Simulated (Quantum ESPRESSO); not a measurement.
A self-consistent single point of YMg₃ (P-6m2, 4 atoms in the cell) with Quantum ESPRESSO.

Method: PBEsol, SSSP 1.1.2 precision (PBE) pseudopotentials (plane waves; Quantum ESPRESSO 7.5).

```xyz
4
Lattice="3.3080 0.0000 0.0000 -1.6540 2.8648 0.0000 0.0000 0.0000 10.9323" Properties=species:S:1:pos:R:3 pbc="T T T"
Y      1.6540     0.9549     5.4661
Mg     1.6540     0.9549     0.0000
Mg     0.0000     1.9099     2.6469
Mg     0.0000     1.9099     8.2854
```

Reference input (self-consistent single point, DFT, LDA (PZ), plane waves, GBRV 1.5 ultrasoft (LDA) pseudopotentials): ecutwfc = 40 Ry; ecutrho = 320 Ry; occupations = smearing; smearing = gaussian; degauss = 0.0073499 Ry; potentials = {Y: y_lda_v1.4.uspp.F.UPF, Mg: mg_lda_v1.4.uspp.F.UPF}; K_POINTS = automatic 12 12 4 0 0 0; conv_thr = 1e-09 Ry; mixing_beta = 0.3. This run's input differs from it in these lines:

```diff
@@ -14,4 +14,4 @@
   ntyp = 2
-  ecutwfc = 40
-  ecutrho = 320
+  ecutwfc = 50
+  ecutrho = 400
   occupations = 'smearing'
@@ -19,2 +19,3 @@
   degauss = 0.0073499
+  input_dft = 'pbesol'
 /
@@ -25,4 +26,4 @@
 ATOMIC_SPECIES
-Y     88.9058  y_lda_v1.4.uspp.F.UPF
-Mg    24.3050  mg_lda_v1.4.uspp.F.UPF
+Y     88.9058  Y_pbe_v1.uspp.F.UPF
+Mg    24.3050  mg_pbe_v1.4.uspp.F.UPF
 ATOMIC_POSITIONS crystal
```

Output (repeated stretches shortened):

```
     Self-consistent Calculation

     iteration #  1     ecut=    50.00 Ry     beta= 0.30

     negative rho (up, down):  4.336E-02 0.000E+00

     total energy              =    -461.84058266 Ry
     estimated scf accuracy    <       1.83305455 Ry

     iteration #  2     ecut=    50.00 Ry     beta= 0.30

     negative rho (up, down):  4.279E-02 0.000E+00

     total energy              =    -461.53658797 Ry
     estimated scf accuracy    <      15.77226172 Ry

     iteration #  3     ecut=    50.00 Ry     beta= 0.30

     negative rho (up, down):  4.251E-02 0.000E+00

     total energy              =    -462.43272177 Ry
     estimated scf accuracy    <       0.08734973 Ry

   [... 8 blocks of this kind left out ...]

     iteration # 12     ecut=    50.00 Ry     beta= 0.30

     negative rho (up, down):  4.252E-02 0.000E+00

     total energy              =    -462.43585530 Ry
     estimated scf accuracy    <          1.7E-09 Ry

     iteration # 13     ecut=    50.00 Ry     beta= 0.30

     negative rho (up, down):  4.252E-02 0.000E+00
     End of self-consistent calculation

     the Fermi energy is     6.4303 ev

!    total energy              =    -462.43585530 Ry
     estimated scf accuracy    <          9.0E-10 Ry
     smearing contrib. (-TS)   =      -0.00135339 Ry
     internal energy E=F+TS    =    -462.43450191 Ry

     convergence has been achieved in  13 iterations

     negative rho (up, down):  4.252E-02 0.000E+00

     Forces acting on atoms (cartesian axes, Ry/au):

     atom    1 type  1   force =    -0.00000000   -0.00000000    0.00000000
     atom    2 type  2   force =     0.00000000    0.00000000    0.00000000
     atom    3 type  2   force =    -0.00000000    0.00000000   -0.00249906
     atom    4 type  2   force =     0.00000000    0.00000000    0.00249906

     Total force =     0.003534     Total SCF correction =     0.000177

     negative rho (up, down):  4.252E-02 0.000E+00
          total   stress  (Ry/bohr**3)                   (kbar)     P=      -12.23
  -0.00006073  -0.00000000   0.00000000           -8.93       -0.00        0.00
  -0.00000000  -0.00006073   0.00000000           -0.00       -8.93        0.00
  -0.00000000   0.00000000  -0.00012786           -0.00        0.00      -18.81

   JOB DONE.
```

The run converged in 13 iterations. Against the reference run the pressure goes from -2.64 to -1.22 GPa and the largest force goes from 0.042 to 0.064 eV/Å.

The starting cell comes from a database of computed structures (which also holds hypothetical and non-ambient phases and stackings), without a prior relaxation at this level.

Cost on one core of a shared machine: roughly 90 s.
